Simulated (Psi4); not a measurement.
Psi4 1.11, HF/def2-svp: W(O)(NMe)(F)(NMe2) (C[N]=[W](=[O])([F])[N](C)C), 17 atoms. The geometry is a generated start, not checked to be a minimum at this level.

```
Quantity                                              Value
--------------------------  -------------------------------
task                                                 energy
method                                                  scf
basis                                              def2-svp
memory                                                 3 GB
maxiter                                                 100
keys of the molecule block                      symmetry c1
scf_type                                       df (default)
guess                        auto, which took SAD (default)
scf_initial_accelerator                     adiis (default)
e_convergence                               1e-06 (default)
d_convergence                               1e-06 (default)
effective core potentials   those of the basis set, past Kr
basis functions                                         175
```

```xyz
17

W      0.8040    -0.7553     0.6647
O      2.3340    -0.0326     0.6237
N      0.4419    -1.6920    -0.8132
C      0.5571    -2.3363    -2.0784
H     -0.0355    -1.8063    -2.8336
H      1.6035    -2.3525    -2.4133
H      0.1881    -3.3686    -2.0315
F      0.4615    -1.7487     2.2802
N     -0.4878     0.7138     0.6922
C     -1.3100     1.3985    -0.2982
C     -0.0743     1.6357     1.7556
H     -2.2085     1.8256     0.1635
H     -0.7458     2.2144    -0.7717
H     -1.6131     0.6818    -1.0625
H      0.5281     2.4663     1.3514
H     -0.9553     2.0648     2.2572
H      0.5120     1.0916     2.5141
```

Charge 0 and multiplicity 1 are set for this test and not shown to be the ground state.

One run each on 2 threads. Values of diis_max_vecs tried: 3, 6, 10 (default), 20.

Q: Predict the course of the SCF iterations along this series.

A: Fewest SCF iterations, within one of each other: 6 with 13, 10 (default) with 13, 20 with 12. The count rises to 22 at 3. All converge to one solution.

```json
[
 {"diis_max_vecs": "3", "SCF iterations": "22", "end": "same solution"},
 {"diis_max_vecs": "6", "SCF iterations": "13", "end": "same solution"},
 {"diis_max_vecs": "10 (default)", "SCF iterations": "13", "end": "same solution"},
 {"diis_max_vecs": "20", "SCF iterations": "12", "end": "same solution"}
]
```
